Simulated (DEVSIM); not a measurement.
Structure: GaAs p-i-n diode, at 400 K.

```csv
layer (left to right),material,thickness (μm),Nd (cm⁻³),Na (cm⁻³),τn (s),τp (s)
1,GaAs,0.150,-,6.1e17,2.3e-9,2.3e-9
2,GaAs,27.0,1.4e11,-,2.3e-9,2.3e-9
3,GaAs,0.220,3.4e17,-,2.3e-9,2.3e-9
```

Left contact: ohmic. Right contact: ohmic. Voltage is applied to the left contact. Recombination: SRH at mid-gap, radiative, Auger. Mobility is μmin + (μ − μmin)/(1 + (N/Nref)^α).

This is a model device: material constants are rounded textbook-type values typed into the input, and sizes, dopings and lifetimes were drawn at random. Values at 300 K; Nc and Nv go as T^1.5, mobilities as T to minus their exponent, the gap by Varshni's rule with the affinity fixed.

| parameter | GaAs |
|---|---|
| gap (eV) | 1.424 |
| affinity (eV) | 4.07 |
| permittivity | 12.9 |
| Nc (cm⁻³) | 4.7e17 |
| Nv (cm⁻³) | 9e18 |
| μn (cm²/Vs) | 8500 |
| μp (cm²/Vs) | 400 |
| μn,min | 500 |
| μp,min | 20 |
| Nref,n | 6e16 |
| Nref,p | 1.5e17 |
| αn | 0.39 |
| αp | 0.38 |
| T exponent of μn | 2.1 |
| T exponent of μp | 2.2 |
| B (cm³/s) | 2e-10 |
| Cn (cm⁶/s) | 1e-30 |
| Cp (cm⁶/s) | 1e-30 |
| Varshni α (eV/K) | 0.000541 |
| Varshni β (K) | 204 |

Simulated with DEVSIM: 1D drift-diffusion, Boltzmann statistics, complete ionisation; no tunnelling, impact ionisation, image-force lowering or self-heating.

Problem. Tabulate band edges, carrier densities and field at 1.05 V on the left contact.

Solution. Energies count from the Fermi level of the right contact; mesh points crowd at the junctions.

| x (μm) | Ec (eV) | Ev (eV) | n (cm⁻³) | p (cm⁻³) | field (V/cm) |
|---|---|---|---|---|---|
| 0.000 | 0.220 | -1.158 | < 1e2 | 6.1e17 | ≈ 0 |
| 0.02800 | 0.220 | -1.158 | 5.4e8 | 6.1e17 | ≈ 0 |
| 0.07800 | 0.220 | -1.158 | 1.5e9 | 6.1e17 | ≈ 0 |
| 0.1253 | 0.219 | -1.159 | 2.5e9 | 6.0e17 | -1300 |
| 0.1606 | 0.148 | -1.230 | 2.3e10 | 7.6e16 | -27000 |
| 0.2076 | 0.076 | -1.302 | 1.8e11 | 9.4e15 | -9500 |
| 0.3181 | 0.013 | -1.365 | 1.1e12 | 1.5e15 | -3700 |
| 0.7522 | -0.063 | -1.440 | 1.0e13 | 1.6e14 | -840 |
| 1.599 | -0.091 | -1.469 | 2.4e13 | 4.8e13 | -66 |
| 3.737 | -0.071 | -1.449 | 1.4e13 | 1.7e13 | 160 |
| 8.624 | 0.042 | -1.335 | 2.4e12 | 3.6e12 | 290 |
| 20.41 | 0.367 | -1.011 | 3.0e12 | 5.5e10 | 150 |
| 24.30 | 0.383 | -0.994 | 8.7e12 | 4.5e9 | -110 |
| 25.95 | 0.340 | -1.037 | 3.7e13 | 6.9e8 | -500 |
| 26.80 | 0.262 | -1.115 | 3.6e14 | 6.2e7 | -1800 |
| 27.02 | 0.202 | -1.175 | 2.1e15 | 1.1e7 | -4400 |
| 27.11 | 0.138 | -1.240 | 1.3e16 | 1700000 | -11000 |
| 27.15 | 0.071 | -1.306 | 9.1e16 | 240000 | -30000 |
| 27.19 | 0.027 | -1.351 | 3.4e17 | 56000 | -570 |
| 27.25 | 0.026 | -1.351 | 3.4e17 | 35000 | ≈ 0 |
| 27.32 | 0.026 | -1.351 | 3.4e17 | 14000 | ≈ 0 |
| 27.37 | 0.026 | -1.351 | 3.4e17 | 130 | ≈ 0 |
